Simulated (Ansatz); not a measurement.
The parent structure is Y in the hcp (Mg type) structure (space group P6_3/mmc, No. 194; a = 3.594 Å, c = 5.610 Å; relaxed with 0.1 eV smearing). Axes: x lies along a and z along c of the hexagonal cell.

Calculations: PBEsol (Ansatz, a quantum-chemistry and plane-wave program; PAW; 420 eV plane waves; no spin-orbit coupling).

Strains are applied to the cell and any free atomic positions relax.

One change was made to it. Results:

The pressure (mean of the normal stresses, compression positive) goes from zero to -0.2 GPa; the energy stays essentially unchanged.

Problem. Name the change that was made.
A. uniaxial strain ε_zz = +3.00 %
B. uniaxial strain ε_zz = +2.00 %
C. uniaxial strain ε_zz = +0.50 %
D. uniaxial strain ε_zz = −2.00 %

Solution. C, uniaxial strain ε_zz = +0.50 %. For comparison, the energy relative to the base in the other runs: uniaxial strain ε_zz = +3.00 % gives +7.0 meV/atom; uniaxial strain ε_zz = −2.00 % gives +3.3 meV/atom; uniaxial strain ε_zz = +2.00 % gives +3.1 meV/atom.

Whether these cells are dynamically stable was not tested. The final runs are not spin-polarised.
